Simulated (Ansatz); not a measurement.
TiSi2, response to strain

The parent structure is TiSi$_{2}$ (space group Fddd, No. 70; a = 4.7791 Å, b = 8.2295 Å, c = 8.5206 Å). Axes: x, y, z lie along a, b, c of the conventional cell.

Strains are applied to the cell and any free atomic positions relax; under biaxial strain the out-of-plane vector relaxes too; under stress the whole cell relaxes.

Level of theory: r2SCAN/PAW in Ansatz (a program for electronic structure), scalar-relativistic without spin-orbit coupling.

Notes on the quantities. energy relative to the base: free energy F; pressure: mean of the normal stresses, compression positive.

| change | energy relative to the base | volume per atom | pressure |
|---|---|---|---|
| base | 0 meV/atom | 13.96 Å³ | 0.0 GPa |
| biaxial strain −4.33 %, plane normal [001], relaxed out of plane | +64 meV/atom | 12.93 Å³ | 12.7 GPa |
| biaxial strain −0.48 %, plane normal [001], relaxed out of plane | ? | ? | ? |
| biaxial strain +1.93 %, plane normal [001], relaxed out of plane | +10 meV/atom | 14.43 Å³ | ? |
| isotropic strain −5.34 % | +0.202 eV/atom | 11.84 Å³ | 35.3 GPa |
| uniaxial strain ε_xx = +1.75 % | +4.3 meV/atom | 14.21 Å³ | -2.4 GPa |
| uniaxial stress, 2 GPa compression along x | +0.5 meV/atom | 13.90 Å³ | – |
| tensor shear ε_yz = +0.81 % | +0.9 meV/atom | 13.96 Å³ | 0.0 GPa |

**Question.** Some entries are withheld; estimate them.

**Answer.** 
- biaxial strain −0.48 %, plane normal [001], relaxed out of plane, energy relative to the base: +0.7 meV/atom
- biaxial strain −0.48 %, plane normal [001], relaxed out of plane, volume per atom: 13.85 Å³
- biaxial strain −0.48 %, plane normal [001], relaxed out of plane, pressure: 1.1 GPa
- biaxial strain +1.93 %, plane normal [001], relaxed out of plane, pressure: -3.9 GPa

Without a gap, meshes like the base's 13×13×13 leave anisotropic stresses uncertain by several tenths of a GPa, and small strain energies with them. Stability under load was not tested beyond the relaxation. The final runs are not spin-polarised.
